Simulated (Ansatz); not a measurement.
**MgRh₆P₄ (P-6m2, No. 187, 11 atoms in the cell; start COD 1522253)**

Method: PBEsol in Ansatz (plane waves, PAW).

Numerical settings: plane-wave cutoff 520 eV, 12×12×16 k mesh (along the axes of the cell as run), Fermi–Dirac smearing 0.05 eV, no spin polarisation, scalar-relativistic PAW data made under PBE.

Cell (relaxed at this level):

```
CELL_PARAMETERS angstrom
      6.99023     0.00000     0.00000
     -3.49511     6.05371     0.00000
      0.00000     0.00000     3.51725
ATOMIC_POSITIONS crystal
  Rh 0.53405 0.06810 0.00000
  Rh 0.93190 0.46595 0.00000
  Rh 0.53405 0.46595 0.00000
  Rh 0.19298 0.38595 0.50000
  Rh 0.61405 0.80702 0.50000
  Rh 0.19298 0.80702 0.50000
  P  0.81213 0.62426 0.50000
  P  0.37574 0.18787 0.50000
  P  0.81213 0.18787 0.50000
  P  0.33333 0.66667 0.00000
  Mg 0.00000 0.00000 0.00000
```

```yaml
band_gap: none
bulk_modulus: 230 GPa
```

Note: the relaxation could not lower the start's symmetry, so the cell can be a saddle point above a distorted one; the bulk modulus is −V dP/dV from two relaxed cells at ±2 % in volume.

Spin–orbit coupling is not included.

Computing time: about 25 core-minutes (a rough figure).

Ansatz is a quantum-chemistry and plane-wave program.
